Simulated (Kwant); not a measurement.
Model system: wire with one Gaussian impurity in a Ge (holes) two-dimensional gas. Effective mass 0.06 mₑ, grid spacing 2 nm, hard walls, nominal width 40 nm (19 grid rows, so walls 40 nm apart), one parabolic valley, scattering region 120 nm long along x; energies count from the band bottom; Fermi energy swept from 0.0031336 to 0.066589 eV. Impurity U exp(−r²/2σ²), U = -0.3 eV, σ = 2.1 nm, 8 nm off the axis.

Constants are typed, rounded textbook-type inputs, not results; the design itself was drawn at random and stands for no fabricated device.

Computed with Kwant: effective-mass tight-binding model on a square grid, one spin, coherent transport at 0 K. Conductance is in e²/h.

Sweep values stay those of the base run.

Base results: G (e²/h) at E = 66.59 meV 3.34; G (e²/h) at E = 34.59 meV 1.84; G (e²/h) at E = 50.59 meV 1.93; G (e²/h) at E = 18.60 meV 1.46.

Question: What follows from this one change: effective mass 0.06 → 0.036 mₑ?

Answer: G at E = 66.59 meV 3.34 → 2.51 e²/h; G at E = 34.59 meV 1.84 → 1.34 e²/h; G at E = 50.59 meV 1.93 → 1.50 e²/h; G at E = 18.60 meV 1.46 → 0.38 e²/h.

Question: What follows from this one change: impurity strength -0.3 → -0.6 eV?

Answer: G at E = 66.59 meV 3.34 → 2.50 e²/h; G at E = 34.59 meV 1.84 → 1.67 e²/h; G at E = 50.59 meV 1.93 → 2.01 e²/h; G at E = 18.60 meV 1.46 → 1.88 e²/h.
